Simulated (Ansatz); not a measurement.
Consider ZrB2 (space group P6/mmm, No. 191; a = 3.171 Å, c = 3.542 Å; relaxed with 0.1 eV smearing).

All numbers come from Ansatz (an electronic-structure program) PBE, scalar-relativistic without spin-orbit coupling.

Base values:

```
Quantity    Value
--------  -------
Pressure  0.0 GPa
Band gap     zero
```

Modification: the cell is scaled by 1.0300 in all directions, atoms relaxed at fixed cell.

Task: Estimate the effect on the pressure.

Result: The pressure (mean of the normal stresses, compression positive) goes from zero to -17.8 GPa.

Task: Estimate the effect on the energy relative to the base.

Result: The energy increases by 57 meV/atom.

Task: Predict the new band gap.

Result: The band gap stays zero.

The cells carry an imposed strain or load. Whether these cells are dynamically stable was not tested. The final runs are not spin-polarised.
